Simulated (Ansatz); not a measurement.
Base system: MgTe in the wurtzite structure (space group P6_3mc, No. 186).

```yaml
crystal:
  lattice:
    - [4.50890, 0.00000, 0.00000]
    - [-2.25445, 3.90482, 0.00000]
    - [0.00000, 0.00000, 7.33770]
  atoms:
    - { symbol: Mg, position: [0.33333, 0.66667, 0.99977] }
    - { symbol: Mg, position: [0.66667, 0.33333, 0.49977] }
    - { symbol: Te, position: [0.33333, 0.66667, 0.37623] }
    - { symbol: Te, position: [0.66667, 0.33333, 0.87623] }
```

Cartesian axes are those of the cell as printed.

The values are results of LDA, PAW, 420 eV (Ansatz, an electronic-structure program; without spin-orbit coupling), not measurements.

It is then changed as follows: an isotropic linear strain of −0.60 %, atoms relaxed at fixed cell.

Task: Predict the stress tensor and what it implies for the stiffness.

Result: Stress of the strained cell less that of the base (GPa, compression positive):
```
   0.73    0.00    0.00
   0.00    0.73    0.00
   0.00    0.00    0.72
```

Then B = −ΔP/(ΔV/V₀) with ΔV/V₀ = -0.0179 gives secant stiffness values (nonlinear terms included at this strain): B (at held cell shape, above the free-shape value) ≈ 41 GPa.

Whether these cells are dynamically stable was not tested.
